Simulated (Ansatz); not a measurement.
**Effective masses and thermopower of GaAs (F-43m)**

Input:

```xyz
2
Lattice="0.0000 2.8293 2.8293 2.8293 0.0000 2.8293 2.8293 2.8293 0.0000" Properties=species:S:1:pos:R:3 pbc="T T T"
Ga     0.0000     0.0000     0.0000
As     1.4147     1.4147     1.4147
```

Level of theory: r2SCAN with spin-orbit coupling, rigid bands (plane waves, PAW; Ansatz, an electronic-structure program). Cell: cell and atoms relaxed with PBEsol.

The band gap is 0.89 eV and the electron conductivity mass (300 K, dilute) comes out as 0.059 mₑ. The hole conductivity mass (300 K, dilute) comes out as 0.40 mₑ. The effective density of states N_c (300 K) is 3.3e17 cm⁻³ and the effective density of states N_v (300 K) comes out as 1.2e19 cm⁻³. The density-of-states mass, electrons is 0.056 mₑ. The density-of-states mass, holes is 0.61 mₑ and the Seebeck coefficient, n-type 1e19 cm⁻³, 300 K is -46 μV/K. The Seebeck coefficient, p-type 1e19 cm⁻³, 300 K is 243 μV/K.

Rigid bands; masses and Seebeck coefficients take one relaxation time τ for all states and one kind of carrier; polarons and phonon drag are left out. Geometry: cell and atoms relaxed with PBEsol.
